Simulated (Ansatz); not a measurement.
System: WRe3 (P6₃/mmc, No. 194, 8 atoms in the cell; start mp-974408). Method: LDA in Ansatz (plane waves, PAW).

Run with plane-wave cutoff 520 eV, 12×12×12 k mesh, Fermi–Dirac smearing 0.05 eV, no spin polarisation, scalar-relativistic PAW data made under PBE.

Cell (relaxed at this level):

```xyz
8
Lattice="5.4982 0.0000 0.0000 -2.7491 4.7616 0.0000 0.0000 0.0000 4.4743" Properties=species:S:1:pos:R:3 pbc="T T T"
Re     1.3708     0.7914     3.3558
Re     1.3783     3.9701     1.1186
Re     0.0000     1.5828     1.1186
Re     2.7491     3.1787     3.3558
Re     4.1274     0.7914     3.3558
Re    -1.3783     3.9701     1.1186
W      2.7491     1.5872     1.1186
W      0.0000     3.1744     3.3558
```

### Question
Give the computed bulk modulus B0.

### Answer

bulk modulus B0: 379 GPa

Note: the run has no spin polarisation, so it can have missed a magnetic state; the bulk modulus is −V dP/dV from two relaxed cells at ±2 % in volume; the relaxation could not lower the start's symmetry, so the cell can be a saddle point above a distorted one.

Spin–orbit coupling is not included.

Static lattice: no zero-point or thermal effects.

Computing time: very roughly 7 core-minutes.

A start named mp-… is a Materials Project structure, which need not be a measured phase.

Ansatz is a program for electronic structure.
